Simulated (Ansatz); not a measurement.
System: Sn3O4 (model structure, within 0.1 Å of Pbam, No. 55, 14 atoms in the cell). Method: PBEsol+SOC (Ansatz, a quantum-chemistry and plane-wave program, PAW).

Numerical settings: plane-wave cutoff 520 eV, 18×6×8 k mesh (along the axes of the cell as run), Fermi–Dirac smearing 0.05 eV, PAW data made under PBE.

Cell (relaxed with PBEsol):

```cif
data_O8Sn6
_chemical_formula_sum 'Sn6 O8'
_space_group_name_H-M_alt 'Pbam'
_space_group_IT_number 55
_space_group_name_Hall '-P 2 2ab'
_cell_length_a 7.94311
_cell_length_b 8.96209
_cell_length_c 3.23744
_cell_angle_alpha 90.000
_cell_angle_beta 90.000
_cell_angle_gamma 90.000
loop_
_space_group_symop_operation_xyz
  'x, y, z'
  '-x, -y, -z'
  '-x, -y, z'
  'x, y, -z'
  'x+1/2, -y+1/2, -z'
  '-x+1/2, y+1/2, z'
  '-x+1/2, y+1/2, -z'
  'x+1/2, -y+1/2, z'
loop_
_atom_site_label
_atom_site_type_symbol
_atom_site_symmetry_multiplicity
_atom_site_Wyckoff_symbol
_atom_site_fract_x
_atom_site_fract_y
_atom_site_fract_z
_atom_site_occupancy
Sn1 Sn 4 h 0.14990 0.16107 0.50000 1
Sn2 Sn 2 c 0.00000 0.50000 0.00000 1
O1 O 4 g 0.32965 0.17359 0.00000 1
O2 O 4 h 0.13286 0.40482 0.50000 1
```

Give the computed band gap and direct gap at Γ.


* **band gap**: 0.91 eV (on the SCF k mesh)
* **direct gap at Γ**: 1.74 eV

Static lattice: no zero-point or thermal effects.

A model structure was made by putting elements into a prototype or built by hand; it is no filed structure, need not be a known phase, and can be a saddle point held by its symmetry.
